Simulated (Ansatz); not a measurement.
The starting structures come from a database of crystals and need not be the phases stable at ambient conditions.

# Evanescent states of Al2HgSe4 (Fd-3m, spinel, not sure to be the ambient phase, 14 atoms a cell, 22.8 Å³ an atom) along the normal of (001)

All values below come from r2SCAN (plane waves, PAW; Ansatz, an electronic-structure program).

The gap is the functional's own. No spin-orbit coupling. Mid-gap values are interpolated on the energy grid.

Energies count from the valence-band top; κ is the least over a 4×4 mesh across the current.

```
E (eV)  κ (1/Å)  where
------  -------  -----
0.04      0.030      Γ
0.10      0.044      Γ
0.17      0.053      Γ
0.24      0.059      Γ
0.32      0.064      Γ
0.39      0.066      Γ
0.46      0.067      Γ
0.53      0.067      Γ
0.59      0.065      Γ
0.67      0.062      Γ
0.73      0.058      Γ
0.81      0.051      Γ
0.88      0.041      Γ
0.94      0.023      Γ
```

Task: How thick must the barrier be to attenuate the transmission by 10^8 when the electrodes' Fermi level lies at 0.17 eV, and what attenuation does that film give at 0.53 eV?

Result: d = 8 ln 10 / (2 × 0.053) = 173.8 Å. At 0.53 eV it gives 8 × 0.067/0.053 = 10.1 decades.
